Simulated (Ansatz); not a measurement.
# KTaO3, pressure series

Consider KTaO₃ in the cubic perovskite structure (space group Pm-3m, No. 221; a = 3.9853 Å).

Cell and atoms are relaxed at each pressure.

Calculations: PBEsol/PAW in Ansatz (a quantum-chemistry and plane-wave program), scalar-relativistic without spin-orbit coupling.

```json
[
 {"P (GPa)": "-2.00", "V (Å³/atom)": "12.788"},
 {"P (GPa)": "-1.00", "V (Å³/atom)": "12.722"},
 {"P (GPa)": "0.29", "V (Å³/atom)": "12.641"},
 {"P (GPa)": "0.69", "V (Å³/atom)": "12.617"},
 {"P (GPa)": "1.50", "V (Å³/atom)": "12.568"},
 {"P (GPa)": "3.00", "V (Å³/atom)": "12.479"},
 {"P (GPa)": "5.00", "V (Å³/atom)": "12.367"},
 {"P (GPa)": "7.50", "V (Å³/atom)": "12.233"},
 {"P (GPa)": "10.00", "V (Å³/atom)": "12.107"}
]
```

A third-order Birch–Murnaghan fit to these points gives V₀ = 12.66 Å³/atom, B₀ = 203 GPa and B₀′ = 4.4. At pressure 10 GPa the volume is 95.6 % of V₀.

Measured bulk modulus of KTaO3: 220 GPa (temperature not stated; as listed in S. Tinte et al., Phys. Rev. B (1998)); the computed value is for a static lattice, so the two differ by thermal effects too.

Between the base and pressure 10 GPa the gap moves from 2.14 eV to 2.23 eV, a mean slope of 9.3 meV/GPa.

With Ta present, leaving out spin-orbit coupling can change the band edges. Load acts through the strain it causes; cell and atoms are relaxed under it. Whether these cells are dynamically stable was not tested. No other phases were tried under pressure.
